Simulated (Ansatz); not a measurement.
Base system: Ca in the fcc (Cu type) structure (space group Fm-3m, No. 225; a = 5.456 Å; relaxed with 0.1 eV smearing).

Method: Ansatz (a first-principles code), PBEsol, PAW, cutoff 420 eV, no spin-orbit coupling.

Base values:

| Property | Result |
|---|---|
| Pressure | 0.0 GPa |

Perturbation: an isotropic linear strain of +1.50 %; the atoms relax in the strained cell.

### Question
How does this affect the pressure?

### Answer
The pressure goes from zero to -0.7 GPa.

### Question
How does this affect the energy relative to the base?

### Answer
The energy rises by 4.4 meV/atom.

Whether these cells are dynamically stable was not tested.
